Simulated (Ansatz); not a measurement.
BAs (model structure, started from the CdTe type, P6₄22, No. 181, 6 atoms in the cell): lattice constant a by level of theory

No measured value is used here.

```
level (code)           value (Å)
---------------------  ---------
LDA (Ansatz)                   ?
PBE (Ansatz)               3.459
PBEsol (Ansatz)            3.429
PBE-D3(BJ) (Ansatz)            ?
r²SCAN (Ansatz)            3.447
r²SCAN+rVV10 (Ansatz)      3.440
```

Q: Complete the blanks.

A: 
- LDA (Ansatz, an electronic-structure program), value (Å): 3.405
- PBE-D3(BJ) (Ansatz), value (Å): 3.423

Cutoffs differ between the levels. Ansatz's density-functional and Hartree–Fock values are scalar-relativistic unless marked +SOC, with PAW data made under PBE.

A model structure was made by putting elements into a prototype or built by hand; it is no filed structure, need not be a known phase, and can be a saddle point held by its symmetry.
